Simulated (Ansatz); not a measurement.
# Ansatz run on LuP (I4mm, 2 atoms in the cell): self-consistent single point

Method of the run: LDA (PW92), default PAW files made with PBE (plane waves; Ansatz, an electronic-structure program).

Input:

Ansatz 0.2 input:
```yaml
# LuP
crystal:
  lattice:
    - [0.00000000, 2.74804600, 2.74804600]
    - [2.74804600, 0.00000000, 2.74804600]
    - [2.74804600, 2.74804600, 0.00000000]
  atoms:
    - { symbol: Lu, position: [0.00909700, 0.00909700, -0.00909700] }
    - { symbol: P, position: [0.50000000, 0.50000000, 0.50000000] }
basis:
  ecutwfc: 420.0
kpoints:
  mp_grid: { grid: [10, 10, 10] }
hamiltonian:
  xc: lda
  pseudopotentials: { kind: paw }
scf:
  occupations: { method: fermi_dirac, width: 0.1 }
output:
  forces: true
  eigenvalues: true
  stress: true
```

Output, abridged:

```
WARN ansatz: RAYON_NUM_THREADS=1 ignored (pool sized by the plan → 1); use --threads N
Pseudopotentials: kind: paw
Pseudopotential: Lu, paw, valence charge 25
Pseudopotential: P, paw, valence charge 5
Crystal: 2 atoms, lattice volume = 41.505 Å³
Basis set: ecut = 420 eV, 869 PW (Γ)
Bands: 19, of which v1, the nominal top of the filled ones, is band 15 counted from 1 (14 counted from 0)
Symmetry: 8 space group operations
Space group: I4mm (ITA 107), of the structure as read, at distance tolerance 3.5e-5 Å
k-points: 102 of 1000 (time reversal used)
PAW frozen core: Lu, regenerated for the run's functional, and the local potential with it
PAW frozen core: P, regenerated for the run's functional, and the local potential with it
Initial density: superposition of atomic densities (neutral atoms: chi_scale 0, normalization atom), corrected by the library's trained network
Initial wavefunctions: pseudopotential atomic-orbital guess
Eigensolver: davidson
Functional: x = slater, c = lda
SCF iter   1: F=—  HF=-15222.188581 eV  |F-HF|=—  |Δ(HF+E_count)|=         —  Δρ=4.74e-3  dr2=9.69e-3  ethr=1.77e-3  ⟨swp⟩=5.7  Hψ=11084  notcnv=0
all-band conjugate gradients solve this SCF's bands
preconditioner: auto → Kerker (q_TF=auto, 2.585 Å⁻¹)
SCF iter   2: F=—  HF=-15222.185311 eV  |F-HF|=—  |Δ(HF+E_count)|=   3.27e-3  Δρ=2.92e-3  dr2=3.21e-3  ethr=3.23e-5  ⟨swp⟩=2.2  Hψ=4485  notcnv=0
SCF iter   3: F=—  HF=-15222.184880 eV  |F-HF|=—  |Δ(HF+E_count)|=   4.31e-4  Δρ=1.59e-3  dr2=1.15e-3  ethr=1.07e-5  ⟨swp⟩=3.0  Hψ=4208  notcnv=0
SCF iter   4: F=—  HF=-15222.184257 eV  |F-HF|=—  |Δ(HF+E_count)|=   6.23e-4  Δρ=3.69e-4  dr2=3.77e-5  ethr=3.82e-6  ⟨swp⟩=2.9  Hψ=4396  notcnv=0
SCF iter   5: F=—  HF=-15222.184267 eV  |F-HF|=—  |Δ(HF+E_count)|=   9.85e-6  Δρ=7.23e-5  dr2=1.71e-6  ethr=1.26e-7  ⟨swp⟩=2.1  Hψ=3526  notcnv=0
SCF iter   6: F=—  HF=-15222.184264 eV  |F-HF|=—  |Δ(HF+E_count)|=   3.03e-6  Δρ=2.26e-5  dr2=1.83e-7  ethr=5.69e-9  ⟨swp⟩=3.3  Hψ=4503  notcnv=0
SCF iter   7: F=-15222.184264 eV  HF=-15222.184264 eV  |F-HF|=2.27e-8  |Δ(HF+E_count)|=   6.51e-8  Δρ=1.32e-5  dr2=5.70e-8  ethr=3.33e-10  ⟨swp⟩=9.5  Hψ=13019  notcnv=0
SCF 1 converged in 7 iterations: F = -15222.184264 eV  dr2 = 5.70e-8
SCF converged after 7 iterations
Free energy (F): -15222.184264 eV
Harris-Foulkes:  -15222.184264 eV  (|F-HF|=2.27e-8)
Internal energy: -15222.175581 eV  (E = F + TS)
E sigma→0 (E₀):  -15222.179922 eV
Entropy (-TS):   -0.008684 eV (-4.342 meV/atom)
Fermi energy:    12.478529 eV
--- Per-component energies (eV) ---
  E_band       = 8.846467
  E_kinetic    = 491.942358
  E_local      = -7123.857673  (includes V_loc(G=0)·N_el)
  E_nonlocal   = 621.927465
  E_hartree    = 3001.228389
  E_xc         = -279.282949
  E_vxc        = -320.979064  (∫ρ·V_xc dr)
  E_paw        = -7675.933097  (= ΣΔE_a)
  E_vpaw       = 337.377623  (= ΣTr[D̂ρ^β])
  E_aug_tail   = 0.000032  (compensation charges beyond the density's cutoff)
  E_ewald      = -4260.636091
  E_core_change = 2.435986  (= ΣΔE_core)
  E_smearing   = -0.008684  (= −TS)
  E_closure    = 0.000000  (closes the sum)
  Σ components = -15222.184264   (vs F -15222.184264, Δ=0.00e0)
--- Forces (eV/Å), atoms counted from 1 ---
  atom   1  Lu     0.00000000    -0.00000000    -0.27682592
  atom   2  P     -0.00000000    -0.00000000     0.27683569
  max |Σ_I F_I| component: 9.77e-6 eV/Å
--- Stress (GPa, compression-positive) ---
       -5.267227       0.000000       0.000000
        0.000000      -5.267227       0.000000
        0.000000       0.000000      -4.945467
  P = ⅓ Tr σ = -5.1600 GPa (-51.600 kbar)
  The stress holds the Pulay correction. Without it, at fixed plane waves, as pw.x and ABINIT print it: P = -5.2078 GPa
--- Band table (eV; the first three rows and the last of 102) ---
  k-point 0: bands = ["-43.1497", "-13.7962", "-13.7952", "-13.7952", "1.3663", "7.9210", "7.9212", "7.9212", "7.9725", "8.0310", "8.0310", "8.0310", "13.0811", "13.0811", "13.0878", "13.9787", "14.0186", "14.0186", "14.8525"]
  k-point 1: bands = ["-43.1491", "-13.8150", "-13.7979", "-13.7973", "1.5114", "7.9155", "7.9274", "7.9275", "7.9749", "8.0266", "8.0266", "8.0312", "12.0415", "12.4552", "12.4773", "14.2289", "14.2453", "14.3884", "15.6328"]
  k-point 2: bands = ["-43.1477", "-13.8651", "-13.8034", "-13.8027", "1.9226", "7.8981", "7.9454", "7.9455", "7.9812", "8.0156", "8.0157", "8.0316", "10.5334", "11.5866", "11.5940", "14.6667", "14.7738", "14.7760", "17.0845"]
  k-point 101: bands = ["-43.1419", "-13.9636", "-13.8625", "-13.8625", "2.8830", "7.9460", "7.9460", "7.9934", "8.0065", "8.0098", "8.0098", "8.0149", "9.3766", "11.7552", "11.7552", "11.8061", "15.6888", "16.1455", "18.1035"]
```

The run converged in 7 iterations.

The starting cell comes from a database of computed structures (which also holds hypothetical and non-ambient phases and stackings), without a prior relaxation at this level. Its lattice was rescaled by up to half a per cent. One atom was moved a little off its site on purpose. Spin-orbit coupling is off. With a pressure of about -5 GPa the cell is away from its equilibrium volume at this level. Ansatz's pressure includes its estimate of the finite-basis (Pulay) stress. The run gives no clean gap (levels at the Fermi energy touch, overlap or are partly filled at this smearing), which alone does not show that the compound is a metal.
